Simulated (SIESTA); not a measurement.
A self-consistent single point of Al2Cu (I4/mcm, 6 atoms in the cell) with SIESTA.

Computed with LDA PW92, numerical atomic orbitals DZP, PseudoDojo LDA standard norm-conserving potentials (rewritten from UPF to PSML) run with SIESTA 5.4.2.

```yaml
crystal:
  lattice:
    - [-2.93382, 2.93382, 2.34081]
    - [2.93382, -2.93382, 2.34081]
    - [2.93382, 2.93382, -2.34081]
  atoms:
    - { symbol: Al, position: [0.84139, 0.65861, 0.50000] }
    - { symbol: Al, position: [0.15861, 0.34139, 0.50000] }
    - { symbol: Al, position: [0.65861, 0.15861, 0.81722] }
    - { symbol: Al, position: [0.34139, 0.84139, 0.18278] }
    - { symbol: Cu, position: [0.25000, 0.25000, 0.00000] }
    - { symbol: Cu, position: [0.75000, 0.75000, 0.00000] }
```

Reference input (self-consistent single point, DFT, GGA PBE, numerical atomic orbitals DZP, PseudoDojo PBE standard norm-conserving potentials (rewritten from UPF to PSML)): XC.functional = GGA; XC.authors = PBE; potentials = PseudoDojo PBE standard; PAO.BasisSize = DZP; PAO.EnergyShift = 0.005 Ry; MeshCutoff = 350 Ry; kgrid.MonkhorstPack = 7 7 7; OccupationFunction = MP; OccupationMPOrder = 0; ElectronicTemperature = 2320.9 K; MaxSCFIterations = 150; SCF.Mixer.Method = Pulay. This run's input differs from it in these lines:

```diff
@@ -1,2 +1,2 @@
-# files in the folder: Al.psml Cu.psml (PseudoDojo PBE standard)
+# files in the folder: Al.psml Cu.psml (PseudoDojo LDA standard)
 SystemName  Al2Cu
@@ -26,4 +26,4 @@
 
-XC.functional                GGA
-XC.authors                   PBE
+XC.functional                LDA
+XC.authors                   PW92
 PAO.BasisSize                DZP
```

Output (repeated stretches shortened):

```
        iscf     Eharris(eV)        E_KS(eV)     FreeEng(eV)     dDmax    Ef(eV) dHmax(eV)
   scf:    1    -9699.924895   -10297.200822   -10297.342076  1.161074 -1.434691 82.497719
   scf:    2   -10353.833237   -10531.783671   -10531.833267  1.676723 -4.799239 34.535593
   scf:    3   -10576.621447   -10556.631831   -10556.666426  1.121248 -4.739354 18.346801
   scf:    4   -10570.044554   -10567.515184   -10567.546296  0.596482 -4.650683  0.514077
   scf:    5   -10567.180318   -10567.401548   -10567.433796  0.061527 -4.662004  1.486993
   [... 5 lines left out ...]
   scf:   11   -10567.535949   -10567.535945   -10567.566093  0.000148 -4.714227  0.002392
   scf:   12   -10567.535946   -10567.535946   -10567.566093  0.000008 -4.714220  0.001965
   scf:   13   -10567.535946   -10567.535946   -10567.566094  0.000031 -4.714188  0.000060
   scf:   14   -10567.535946   -10567.535946   -10567.566094  0.000000 -4.714188  0.000043
SCF Convergence by DM+H criterion
max |DM_out - DM_in|         :     0.0000002907
max |H_out - H_in|      (eV) :     0.0000432845
SCF cycle converged after 14 iterations

Using DM_out to compute the final energy and forces

siesta: E_KS(eV) =           -10567.5359

siesta: E_KS - E_eggbox =    -10567.5359

siesta: Atomic forces (eV/Ang):
     1   -0.054597    0.054597   -0.000000
     2    0.054597   -0.054597   -0.000000
     3   -0.054597   -0.054597    0.000000
     4    0.054597    0.054597    0.000000
     5   -0.000000   -0.000000    0.000000
     6   -0.000000    0.000000   -0.000000
   Tot    0.000000   -0.000000   -0.000000
   Max    0.054597
   Res    0.036398    sqrt( Sum f_i^2 / 3N )
   Max    0.054597    constrained

   [... lines left out ...]
siesta: FreeEng =    -10567.566094
   [... lines left out ...]
siesta:    -0.027914    0.000000   -0.000000
siesta:     0.000000   -0.027914   -0.000000
siesta:    -0.000000   -0.000000   -0.041758

siesta: Cell volume =         80.592537 Ang**3

siesta: Pressure (static):
siesta:                Solid            Molecule  Units
siesta:           0.00035429          0.00035817  Ry/Bohr**3
siesta:           0.03252905          0.03288532  eV/Ang**3
siesta:          52.11728454         52.68808707  kBar
```

The run converged in 14 iterations. Against the reference run the pressure goes from 13.24 to 5.21 GPa and the largest force goes from 0.199 to 0.077 eV/Å.

The starting cell comes from a database of computed structures (which also holds hypothetical and non-ambient phases and stackings), without a prior relaxation at this level. Its lattice was rescaled by a random factor within 2.5 % of one. Spin polarisation is off. Values carry the incompleteness of an atom-centred basis. With a pressure of about 5 GPa the cell is away from its equilibrium volume at this level.

Cost on one core of a shared machine: roughly 80 s.
